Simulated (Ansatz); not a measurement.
Start from Sb in the fcc (Cu type) structure (space group Fm-3m, No. 225).

```yaml
crystal:
  lattice:
    - [0.00000, 2.35764, 2.35764]
    - [2.35764, 0.00000, 2.35764]
    - [2.35764, 2.35764, 0.00000]
  atoms:
    - { symbol: Sb, position: [0.00000, 0.00000, 0.00000] }
```

Levels (all Ansatz, an electronic-structure program, PAW): PBEsol (420 eV, without spin-orbit coupling); r2SCAN (500 eV, scalar-relativistic without spin-orbit coupling).

The geometry is relaxed with PBEsol.

* **PBEsol pressure**: 0.0 GPa

**Question.** What does r2SCAN give at this geometry for the pressure?

**Answer.** The pressure goes from zero to 2.5 GPa.

Single points use the geometry relaxed with PBEsol. Their cutoffs differ, which shifts pressures a little. Whether these cells are dynamically stable was not tested. This is not the structure that Sb has at room temperature and ambient pressure.
